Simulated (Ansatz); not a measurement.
The structure below was relaxed with plane-wave PAW DFT at the LDA level (Ansatz, a program for electronic structure, 420 eV), no spin-orbit coupling, at pressure −1 GPa.

Space group P6₃/mmc (No. 194); a = b = 2.6787 Å, c = 4.2241 Å, α = β = 90.00°, γ = 120.00°

```json
[
 {"atom": "Ru", "site": "2c", "symmetry": "-6m2", "x": "0.3333", "y": "0.6667", "z": "0.2500"}
]
```

### Question
Write out a cell with all atoms.

### Answer
```
Ru
1.0
    2.67867     0.00000     0.00000
   -1.33933     2.31980     0.00000
    0.00000     0.00000     4.22409
Ru
2
Direct
  0.66667   0.33333   0.75000
  0.33333   0.66667   0.25000
```
This is the conventional cell.

Load acts through the strain it causes; cell and atoms are relaxed under it. Whether these cells are dynamically stable was not tested. All final runs are without spin polarisation. The cell was made from Ru in the hcp (Mg type) structure (space group P6_3/mmc, No. 194) by this change: pressure −1 GPa.
